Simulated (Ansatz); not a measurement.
Si: stress against strain

Si (diamond, Fd-3m, 20.172 Å³/atom and stress up to 0.01 GPa in the relaxed cell) under an equal strain ε in the (001) plane with the normal axis free, as in a coherent film. r2SCAN in Ansatz, a plane-wave DFT program (PAW, default set), 500 eV, 10×10×10 Γ-centred mesh, Fermi-Dirac smearing 0.05 eV; ions are relaxed, or left where forces stay under 0.02 eV/Å, within the symmetry of each cell. Stress is positive for a compressed cell.

Here s stands for strain and y for stress xx.

```csv
strain (%),stress xx (GPa)
-3.00,?
-1.50,2.89
-1.00,1.90
-0.50,0.93
0.00,0.00
0.50,-0.91
1.00,-1.79
1.50,-2.64
```

Using a straight line, estimate the missing y at s = -3.00 from the other rows, showing the fit.

Means: s 0, y 0.054. About the means, the sum of products is -12.905 and the sum of squares of s is 7.0000; the slope is their ratio. Least squares gives y = 0.054 - 1.8436·s. Residuals (row less fit): 0.071, 0.002, -0.046, -0.054, -0.042, 0.000, 0.071; standard error 0.058 (degrees of freedom: 5). The slope gives the biaxial elastic modulus of this plane = 184 ± 2 GPa (± standard error of the fit, which holds the terms cut off). At the withheld row, y = 0.054 - 1.8436 × (-3.0) = 5.585 GPa. The calculation gives 6.05 GPa, 0.465 GPa above the prediction (5.4 % of the range of y in the table). The row lies outside the fitted rows, so this is an extrapolation. From the scatter of the fitted rows alone, a prediction at this place has a standard error of 0.091 GPa, so the miss is 5.1 times that.

A polynomial of degree 2 through the 12 other runs of the series gives 6.04 there, so most of the miss is curvature that the fit leaves out. Rows are the converged runs of the series near zero and its far end; series whose fitted rows scatter by over a few per cent of the range, as at a crossing or softening among them, aren't shown in this form, nor equations of state whose B0' disagrees with the runs' pressures. Most that stay on the fit to the last digits aren't either.
